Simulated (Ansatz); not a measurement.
# What Cs → Sr does to Cs

The reference is Cs in the bcc (W type) structure (space group Im-3m, No. 229; a = 6.2746 Å).

One thing is altered: full substitution Cs → Sr; the structure is relaxed again.

Computed with r2SCAN/PAW in Ansatz (an electronic-structure program), without spin-orbit coupling, earlier PAW set. k-mesh 14×14×14 (Γ-centred); smearing 0.05 eV (Fermi–Dirac), for the changed cell.

```yaml
volume_per_atom: 55.79 Å³ (base 123.52 Å³)
density: 2.61 g/cm³ (base 1.79 g/cm³)
lattice_parameter_a: 9.098 bohr (base 11.857 bohr)
space_group: Im-3m (No. 229) (base Im-3m (No. 229))
band_gap: zero (base zero)
```

Whether these cells are dynamically stable was not tested. The final runs are not spin-polarised. This is not the structure that Sr has at room temperature and ambient pressure.
